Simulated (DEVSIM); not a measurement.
Device: illuminated Si n-on-p cell, one wavelength, at 300 K.

Layer 1 from the left is Si, thickness (μm) 0.0830, Nd (cm⁻³) 5.6e18, τn (s) 0.00011, τp (s) 7.5e-6, absorption coefficient (cm⁻¹) 340. Layer 2 from the left is Si, thickness (μm) 25.0, Na (cm⁻³) 1.3e17, τn (s) 0.00034, τp (s) 0.00034, absorption coefficient (cm⁻¹) 340.

Left contact: ohmic, minority hole recombination velocity 4e5 cm/s. Right contact: ohmic, minority electron recombination velocity 4e6 cm/s. Voltage is applied to the left contact. Recombination: SRH at mid-gap, radiative, Auger. Gap narrowing is on: ΔEg = 6.92 meV × (l + √(l² + 0.5)), l = ln(N/1.3e17 cm⁻³), shared equally by both band edges. Light enters at the left, 1.3e17 photons cm⁻² s⁻¹, one pass, no reflection. Mobility is μmin + (μ − μmin)/(1 + (N/Nref)^α).

The device is made up for the run: typed textbook-type constants, with dimensions and the other settings drawn at random. Values at 300 K.

Si: gap (eV) 1.124, affinity (eV) 4.05, permittivity 11.7, Nc (cm⁻³) 2.86e19, Nv (cm⁻³) 3.1e19, μn (cm²/Vs) 1417, μp (cm²/Vs) 470, μn,min 52, μp,min 45, Nref,n 9.7e16, Nref,p 2.2e17, αn 0.68, αp 0.72, B (cm³/s) 4.7e-15, Cn (cm⁶/s) 2.8e-31, Cp (cm⁶/s) 9.9e-32.

Model (solved in DEVSIM): 1D drift-diffusion, Boltzmann statistics, complete ionisation; no tunnelling, impact ionisation, image-force lowering or self-heating.

Problem. What does the simulation give for the potential step across the device at zero bias, the fill factor, the dark forward voltage at 100 A/cm²?

Solution. potential step across the device at zero bias 0.912 V; fill factor 0.81; dark forward voltage at 100 A/cm² 0.816 V.
